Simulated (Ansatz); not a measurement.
# Phonon-limited transport in RuAl (Pm-3m)

Data:

```
CELL_PARAMETERS angstrom
      2.95374     0.00000     0.00000
      0.00000     2.95374     0.00000
      0.00000     0.00000     2.95374
ATOMIC_POSITIONS crystal
  Al 0.00000 0.00000 0.00000
  Ru 0.50000 0.50000 0.50000
```

All values below come from LDA, DFPT electron-phonon coupling, linearised Boltzmann equation (plane waves, PAW, scalar-relativistic; Ansatz, an electronic-structure program). Condition of this run: functional LDA. How the cell was made: relaxed with this functional, without spin-orbit coupling.

```yaml
resistivity at 300 K: 6.4 μΩ·cm
resistivity at 77 K: 0.77 μΩ·cm
electron mean free path at 300 K (weighted by the current that each state carries): 9.1 nm
electron-phonon coupling λ: 0.37
transport coupling λ_tr: 0.39
logarithmic_mean_phonon_energy: 19.4 meV
density of states at the Fermi level: 0.77 states/(eV·spin·cell)
drude_plasma_energy: 8.0 eV
Hall coefficient at 300 K: 13.0 ×10⁻¹¹ m³/C
```

A metal at this level (no band gap). Only scattering by harmonic phonons is included (no impurities, grain boundaries, electron-electron scattering or thermal expansion). Spin-orbit coupling is left out. The self-energy correction of the phonons between q points moved λ by about 4 %. Halving the electron mesh (28x28x28) moves the resistivity by up to 2 % at 300 K, the mean free path by up to 3 %, the coupling by up to 2 %. Smearing 0.20 eV; phonons on a 5x5x5 q mesh, which this run doesn't test and which matters most at low temperature.
